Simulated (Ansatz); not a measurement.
Take PbSe in the rock salt structure (space group Fm-3m, No. 225; a = 6.2177 Å) as the base.

The values are results of plane-wave PAW DFT at the PBE level (Ansatz, an electronic-structure program, 420 eV), no spin-orbit coupling, earlier PAW set, not measurements.

Base values:

Pressure: -0.01 GPa

One thing is altered: an isotropic linear strain of −1.37 %, atoms relaxed at fixed cell.

Question: How does this affect the mean gap deformation potential ΔEg/Δln V and pressure?

Answer: The mean gap deformation potential ΔEg/Δln V comes out as +3.1 eV; the pressure increases by 2.11 GPa (-0.01 GPa → 2.10 GPa).

Spin-orbit coupling, missing from the scalar runs, can matter with Pb. Whether these cells are dynamically stable was not tested.
